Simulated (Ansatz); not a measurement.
# La₂SiO₅ (P2₁/c, No. 14, 32 atoms in the cell; start mp-5152)

Method: PBEsol (PAW; Ansatz, a first-principles code).

Run with plane-wave cutoff 520 eV, 4×6×6 k mesh (along the axes of the cell as run), Fermi–Dirac smearing 0.01 eV, scalar-relativistic PAW data made under PBE.

Cell (relaxed with PBEsol):

```cif
data_La8O20Si4
_chemical_formula_sum 'La8 Si4 O20'
_space_group_name_H-M_alt 'P 1'
_space_group_IT_number 1
_cell_length_a 9.25487
_cell_length_b 7.55732
_cell_length_c 6.97053
_cell_angle_alpha 90.000
_cell_angle_beta 108.866
_cell_angle_gamma 90.000
loop_
_space_group_symop_operation_xyz
  'x, y, z'
loop_
_atom_site_label
_atom_site_type_symbol
_atom_site_fract_x
_atom_site_fract_y
_atom_site_fract_z
_atom_site_occupancy
La1 La 0.48859 0.87471 0.26679 1
La2 La 0.51141 0.12529 0.73321 1
La3 La 0.51141 0.37471 0.23321 1
La4 La 0.48859 0.62529 0.76679 1
La5 La 0.88935 0.34257 0.09465 1
La6 La 0.11065 0.65743 0.90535 1
La7 La 0.11065 0.84257 0.40535 1
La8 La 0.88935 0.15743 0.59465 1
Si1 Si 0.79898 0.92476 0.04248 1
Si2 Si 0.20102 0.07524 0.95752 1
Si3 Si 0.20102 0.42476 0.45752 1
Si4 Si 0.79898 0.57524 0.54248 1
O1 O 0.61171 0.12639 0.45298 1
O2 O 0.38829 0.87361 0.54702 1
O3 O 0.38829 0.62639 0.04702 1
O4 O 0.61171 0.37361 0.95298 1
O5 O 0.91032 0.75834 0.05304 1
O6 O 0.08968 0.24166 0.94696 1
O7 O 0.08968 0.25834 0.44696 1
O8 O 0.91032 0.74166 0.55304 1
O9 O 0.61883 0.86844 0.99353 1
O10 O 0.38117 0.13156 0.00647 1
O11 O 0.38117 0.36844 0.50647 1
O12 O 0.61883 0.63156 0.49353 1
O13 O 0.79073 0.42461 0.36667 1
O14 O 0.20927 0.57539 0.63333 1
O15 O 0.20927 0.92461 0.13333 1
O16 O 0.79073 0.07539 0.86667 1
O17 O 0.86708 0.46189 0.75427 1
O18 O 0.13292 0.53811 0.24573 1
O19 O 0.13292 0.96189 0.74573 1
O20 O 0.86708 0.03811 0.25427 1
```

| Property | Value |
|---|---|
| band gap | 4.56 eV |
| smallest direct gap on the k points sampled | 4.62 eV |
| Γ–Γ gap | 4.64 eV |

Spin–orbit coupling is not included.

Computed values are for the static lattice.

Cost on a shared machine: around 15 core-minutes (rough).

A start named mp-… is a Materials Project structure, which need not be a measured phase.
